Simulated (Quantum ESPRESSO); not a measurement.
# Cost against accuracy: K_POINTS for BaO3 (Pmc2_1, 8 atoms in the cell)

Cell: a = 3.5569 Å, b = 5.2826 Å, c = 7.7083 Å, α = 90.00°, β = 90.00°, γ = 90.00°.

Computed with PBEsol, GBRV 1.5 ultrasoft (PBESOL) pseudopotentials (plane waves; Quantum ESPRESSO 7.5).

Base settings: ecutwfc = 40 Ry; ecutrho = 200 Ry; occupations = smearing; smearing = gaussian; degauss = 0.0073499 Ry; potentials = {Ba: ba_pbesol_v1.uspp.F.UPF, O: o_pbesol_v1.2.uspp.F.UPF}; K_POINTS = automatic 7 4 3 0 0 0; conv_thr = 1e-10 Ry.

Misses are taken against the tightest run, automatic 12 8 6 0 0 0, which need not be fully converged itself. The energy is the free energy per atom.

The count of work is k-points × plane waves × bands × iterations; it is no time, and leaves out set-up, grids and terms that scale otherwise. Core times come from one kind of shared machine and are given to one figure; runs under 30 s give none.

The starting cell comes from a database of computed structures (which also holds hypothetical and non-ambient phases and stackings), without a prior relaxation at this level. Its lattice was rescaled by a random factor within 2.5 % of one. In the base run, with a pressure of about -10 GPa the cell is away from its equilibrium volume at this level. The run gives no clean gap (levels at the Fermi energy touch, overlap or are partly filled at this smearing), which alone does not show that the compound is a metal.

The runs (K_POINTS): automatic 1 1 1 0 0 0 | automatic 2 1 1 0 0 0 | automatic 2 2 1 0 0 0 | automatic 3 2 2 0 0 0 | automatic 4 3 2 0 0 0 | automatic 5 4 3 0 0 0 | automatic 6 4 3 0 0 0 | automatic 7 4 3 0 0 0 | automatic 9 6 4 0 0 0 | automatic 10 7 5 0 0 0 | automatic 12 8 6 0 0 0.

Task: Which is the coarsest setting among those run that, with all tighter ones, holds the energy within 20 meV/atom of the reference, and what does it save?

Result: automatic 3 2 2 0 0 0, off by 3.2 meV/atom; it needs 0.061 of the reference's count of work and about 0.1 of the reference's time.

Task: Which is the coarsest setting among those run that, with all tighter ones, holds the energy within 5 meV/atom of the reference, and what does it save?

Result: automatic 7 4 3 0 0 0, off by 3.0 meV/atom; it needs 0.19 of the reference's count of work and about 0.2 of the reference's time. The coarser automatic 3 2 2 0 0 0 also lies inside, but a setting between leaves the range again, so that is luck.

Task: For at most 0.05 times the reference's count of work, which run misses the energy least?

Result: automatic 2 2 1 0 0 0, with a miss of 98 meV/atom at a count of 0.036.

Task: What does the step from automatic 4 3 2 0 0 0 to automatic 10 7 5 0 0 0 buy?

Result: It takes the miss in the energy from 13 to 0.90 meV/atom, for 5.6 times the count of work and roughly 4 times the time.

| K_POINTS | energy less reference (meV/atom) | pressure less reference (GPa) | largest difference in the force on any atom (eV/Å) | count of work / reference | core time / reference (rough) |
|---|---|---|---|---|---|
| automatic 1 1 1 0 0 0 | 103.57 | 6.02 | 3.521 | 0.0084 | 0.07 |
| automatic 2 1 1 0 0 0 | 109.93 | 0.72 | 2.208 | 0.018 | 0.08 |
| automatic 2 2 1 0 0 0 | 97.94 | 0.43 | 1.968 | 0.036 | 0.10 |
| automatic 3 2 2 0 0 0 | 3.16 | 0.42 | 0.954 | 0.061 | 0.1 |
| automatic 4 3 2 0 0 0 | -12.80 | -0.34 | 0.269 | 0.091 | 0.1 |
| automatic 5 4 3 0 0 0 | 14.41 | 0.23 | 0.067 | 0.13 | 0.2 |
| automatic 6 4 3 0 0 0 | -7.53 | -0.02 | 0.179 | 0.19 | 0.3 |
| automatic 7 4 3 0 0 0 | 3.04 | -0.04 | 0.147 | 0.19 | 0.2 |
| automatic 9 6 4 0 0 0 | -1.63 | -0.04 | 0.042 | 0.46 | 0.4 |
| automatic 10 7 5 0 0 0 | 0.90 | 0.06 | 0.084 | 0.51 | 0.6 |
| automatic 12 8 6 0 0 0 | 0.00 | 0.00 | 0.000 | 1.0 | 1 |
